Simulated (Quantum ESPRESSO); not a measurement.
A dielectric-response calculation of TiO₂ (I4_1/amd, 6 atoms in the cell) with Quantum ESPRESSO.

Computed with LDA (PZ), GBRV 1.5 ultrasoft (LDA) pseudopotentials (plane waves; Quantum ESPRESSO).

```
TiO2
1.0
    1.88304    -1.88304     4.73123
    1.88304     1.88304     4.73123
   -1.88304    -1.88304     4.73123
Ti O
2 4
Direct
  0.50000   0.25000   0.75000
  0.00000   0.00000   0.00000
  0.50000   0.04200   0.54200
  0.00000   0.79200   0.79200
  0.00000   0.20800   0.20800
  0.50000   0.45800   0.95800
```

Reference input (self-consistent single point, DFT, LDA (PZ), plane waves, GBRV 1.5 ultrasoft (LDA) pseudopotentials): ecutwfc = 50 Ry; ecutrho = 400 Ry; occupations = smearing; smearing = fd; degauss = 0.00147 Ry; potentials = {Ti: ti_lda_v1.4.uspp.F.UPF, O: o_lda_v1.2.uspp.F.UPF}; K_POINTS = automatic 4 4 4 0 0 0; conv_thr = 1e-10 Ry. This run's input differs from it in these lines:

```diff
@@ -14,7 +14,6 @@
    ntyp = 2,
-   ecutwfc = 50,
-   ecutrho = 400,
-   occupations = 'smearing',
-   smearing = 'fd',
-   degauss = 0.00147,
+   ecutwfc = 30,
+   ecutrho = 240,
+   occupations = 'fixed',
+   nbnd = 32,
 /
```

Step 2 (ph.x):

```fortran
phonons at the zone centre
&inputph
   prefix = 'TiO2',
   outdir = './out',
   tr2_ph = 1.0d-14,
   trans = .false.,
   epsil = .true.,
   zeu = .true.,
/
0.0 0.0 0.0
```

Output (repeated stretches shortened):

Output of step 1:

```
     Self-consistent Calculation

     iteration #  1     ecut=    30.00 Ry     beta= 0.70

     negative rho (up, down):  2.423E-03 0.000E+00

     total energy              =    -367.77518029 Ry
     estimated scf accuracy    <       1.09941579 Ry

     iteration #  2     ecut=    30.00 Ry     beta= 0.70

     negative rho (up, down):  7.319E-04 0.000E+00

     total energy              =    -365.18901049 Ry
     estimated scf accuracy    <      22.13761360 Ry

     iteration #  3     ecut=    30.00 Ry     beta= 0.70

     negative rho (up, down):  9.362E-04 0.000E+00

     total energy              =    -368.41479188 Ry
     estimated scf accuracy    <       0.31164373 Ry

   [... 10 blocks of this kind left out ...]

     iteration # 14     ecut=    30.00 Ry     beta= 0.70

     negative rho (up, down):  1.359E-03 0.000E+00

     total energy              =    -368.39366594 Ry
     estimated scf accuracy    <          1.9E-10 Ry

     iteration # 15     ecut=    30.00 Ry     beta= 0.70

     negative rho (up, down):  1.359E-03 0.000E+00
     End of self-consistent calculation

     highest occupied, lowest unoccupied level (ev):     7.1034    9.2076

!    total energy              =    -368.39366594 Ry
     estimated scf accuracy    <          1.4E-11 Ry

     convergence has been achieved in  15 iterations

     negative rho (up, down):  1.359E-03 0.000E+00

     Forces acting on atoms (cartesian axes, Ry/au):

     atom    1 type  1   force =     0.00000000    0.00000000   -0.00000000
     atom    2 type  1   force =    -0.00000000    0.00000000    0.00000000
     atom    3 type  2   force =     0.00000000   -0.00000000   -0.00140915
     atom    4 type  2   force =     0.00000000    0.00000000   -0.00140915
     atom    5 type  2   force =     0.00000000   -0.00000000    0.00140915
     atom    6 type  2   force =     0.00000000    0.00000000    0.00140915

     Total force =     0.002818     Total SCF correction =     0.000002

     negative rho (up, down):  1.359E-03 0.000E+00
          total   stress  (Ry/bohr**3)                   (kbar)     P=     -120.36
  -0.00085069  -0.00000000   0.00000000         -125.14       -0.00        0.00
  -0.00000000  -0.00085069   0.00000000           -0.00     -125.14        0.00
   0.00000000   0.00000000  -0.00075327            0.00        0.00     -110.81

   JOB DONE.
```

Output of step 2:

```
     Reading xml data from directory:

     ./out/TiO2.save/

     G-vector sticks info
     --------------------
     sticks:   dense  smooth     PW     G-vecs:    dense   smooth      PW
     Sum        1311     653    229                28485    10079    2091

     negative rho (up, down):  1.359E-03 0.000E+00
     Reading collected, re-writing distributed wavefunctions in ./out/

     Number and degeneracy of irreps per q-point
       N         xq(1)         xq(2)         xq(3)   N irreps
       1   0.000000000   0.000000000   0.000000000      12
        1   1   1   2   2   2   1   1   1   2   2   2

     Calculation of q =    0.0000000   0.0000000   0.0000000
     warning: symmetry operation #  2 not compatible with FFT grid.
  -1   1   1
   0   0   1
   0   1   0
     warning: symmetry operation #  3 not compatible with FFT grid.
   0  -1   0
  -1   0   0
   1  -1  -1
     warning: symmetry operation #  4 not compatible with FFT grid.
   0   0  -1
   1  -1  -1
  -1   0   0
     warning: symmetry operation #  6 not compatible with FFT grid.
   1  -1  -1
   0  -1   0
   0   0  -1
     warning: symmetry operation #  7 not compatible with FFT grid.
   0   0   1
   1   0   0
  -1   1   1
     warning: symmetry operation #  8 not compatible with FFT grid.
   0   1   0
  -1   1   1
   1   0   0
     warning: symmetry operation # 10 not compatible with FFT grid.
   1  -1  -1
   0   0  -1
   0  -1   0
     warning: symmetry operation # 11 not compatible with FFT grid.
   0   1   0
   1   0   0
  -1   1   1
     warning: symmetry operation # 12 not compatible with FFT grid.
   0   0   1
  -1   1   1
   1   0   0
     warning: symmetry operation # 14 not compatible with FFT grid.
  -1   1   1
   0   1   0
   0   0   1
     warning: symmetry operation # 15 not compatible with FFT grid.
   0   0  -1
  -1   0   0
   1  -1  -1
     warning: symmetry operation # 16 not compatible with FFT grid.
   0  -1   0
   1  -1  -1
  -1   0   0

 %%%%%%%%%%%%%%%%%%%%%%%%%%%%%%%%%%%%%%%%%%%%%%%%%%%%%%%%%%%%%%%%%%%%%%%%%%%%%%
     Error in routine phq_setup (1):
     FFT grid incompatible with symmetry
 %%%%%%%%%%%%%%%%%%%%%%%%%%%%%%%%%%%%%%%%%%%%%%%%%%%%%%%%%%%%%%%%%%%%%%%%%%%%%%

     stopping ...
```

The program stopped in the step ph.x before computing anything there. 

The starting cell has typed, rounded lattice constants, without a prior relaxation at this level. Its lattice was rescaled by up to half a per cent.
